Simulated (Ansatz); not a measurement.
Functionals compared on the (0001) surface of hcp Os in its 1x1 cell, outermost plane spacing 2.17 Å in the ideal cut, in Ansatz (plane waves, PAW). The structure was relaxed with PBE; the other rows are single points on it, each with its references at the same level. Cutoff 420 eV (500 eV for r2SCAN).

Slab: 6 atoms, 10.9 Å thick at the start; k 16x16x1, smearing 0.1 eV, dipole-corrected; all atoms relaxed; symmetry of the start imposed; no spin, no spin-orbit, no U. These notes are the PBE run's.

| functional | surface energy (J/m²) | work function of the top face (eV) | rough cost of the single point |
|---|---|---|---|
| PBE | 2.96 | 5.31 | – |
| LDA | 3.52 | 5.64 | about 24 core-seconds (a rough figure) |
| PBEsol | 3.38 | 5.43 | about 19 core-seconds (a rough figure) |
| RPBE | 2.74 | 5.16 | very roughly 21 core-seconds |
| r2SCAN | [?] | [?] | around 30 core-seconds (rough) |

Fill in the missing entries.


- r2SCAN, surface energy (J/m²): 3.20
- r2SCAN, work function of the top face (eV): 5.36

Ansatz is a quantum-chemistry and plane-wave program.
